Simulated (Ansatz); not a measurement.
Consider MgS in the rock salt structure (space group Fm-3m, No. 225; a = 5.182 Å). Axes: x, y, z lie along the cube axes.

One thing is altered: uniaxial stress, 2 GPa compression along x, with the cell and atoms free to relax against it.

Levels (all Ansatz, a quantum-chemistry and plane-wave program, PAW): PBEsol (420 eV, no spin-orbit coupling); r2SCAN (500 eV, no spin-orbit coupling); HSE06 (420 eV, no SOC).

One geometry, relaxed with PBEsol, under each level:

```csv
level,band gap,lowest conduction level above the VBM at special points,electron mass,pressure
PBEsol,2.66 eV,M 2.66 eV; X 2.75 eV; S 3.70 eV; S₀ 3.70 eV,"0.51 mₑ along k, 0.30 mₑ across (at M)",0.67 GPa
r2SCAN,3.42 eV,M 3.42 eV; X 3.51 eV; S 4.44 eV; S₀ 4.44 eV,"0.52 mₑ along k, 0.31 mₑ across (at M)",1.71 GPa
HSE06,?,?,–,–
```

Give the withheld HSE06 results.


- HSE06, band gap: 3.76 eV
- HSE06, lowest conduction level above the VBM at special points: M 3.76 eV; X 3.86 eV; S 4.84 eV; Γ 4.97 eV

Single points use the geometry relaxed with PBEsol. Their cutoffs differ, which shifts pressures a little. HSE06 was sampled on its mesh, a few special points and the semilocal edge points, so its gap is an upper bound. Load acts through the strain it causes; cell and atoms are relaxed under it. Effective masses come from finite differences of ±0.01 Å⁻¹. Along k means along the line from Γ to the band edge. Beyond what the load breaks, stability against distortions was not tested. k-point labels follow each cell's own Brillouin zone.
